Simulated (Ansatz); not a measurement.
For BP (model structure, started from the WC type, P-6m2, No. 187, 2 atoms in the cell), PBEsol (PAW; Ansatz, a quantum-chemistry and plane-wave program) gives:

- lattice constant a = 2.981 Å
- lattice parameter c = 2.645 Å

Question: What does r²SCAN (plane waves, PAW; Ansatz) give for the same quantities?

Answer: 
- lattice constant a: 3.032 Å (goes up by 1.7 %)
- lattice parameter c: 2.611 Å (drops by 1.3 %)

Changes are worked out from the printed values.

Unless a cell is named, each level is at its own relaxed cell (PBEsol 10.18, r²SCAN 10.39 Å³/atom).

Ansatz's density-functional and Hartree–Fock values are scalar-relativistic unless marked +SOC, with PAW data made under PBE.

A model structure was made by putting elements into a prototype or built by hand; it is no filed structure, need not be a known phase, and can be a saddle point held by its symmetry.
